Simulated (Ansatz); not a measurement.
An Ansatz (a quantum-chemistry and plane-wave program) input (PBEsol (Ansatz), no spin-orbit coupling):

Ansatz 0.2 input:
```yaml
crystal:
  lattice:
    - [0, 2.7248885584, 2.7248885584]
    - [2.7248885584, 0, 2.7248885584]
    - [2.7248885584, 2.7248885584, 0]
  atoms:
    - { symbol: Se, position: [0, 0, 0] }
    - { symbol: Mg, position: [0.5, 0.5, 0.5] }
basis: { ecutwfc: 420, ecutrho_ratio: 4, xc_grid: 2, fft_grid_basis: typed }
kpoints: { mp_grid: { grid: [24, 24, 24] } }
hamiltonian:
  xc: pbesol
  dispersion: none
  pseudopotentials: { kind: paw }
total_charge: 0.404647
scf: { occupations: { method: fermi_dirac, width: 0.0259 }, convergence: { dr2_threshold: 0.0000000002 } }
relax: { f_tol: 0.005, max_steps: 30 }
output: { forces: true, stress: true }
checkpoint: { write: state.ck, write_every: 1000 }
```

Problem. Which symmetry and how many k-points will the program report, and about how many plane waves at Γ?

Solution. Space group Fm-3m (ITA 225) with 48 operations, k-points 413 of 13824, and 749 plane waves at Γ.

Charged cell with a jellium background: band edges are those of the host's band count, energies are not comparable with the neutral cell, and many-body gap narrowing is missing. No phonon test of stability was made. The cell was made from MgSe in the rock salt structure (space group Fm-3m, No. 225) by this change: holes 1.0×10^22 cm⁻³.
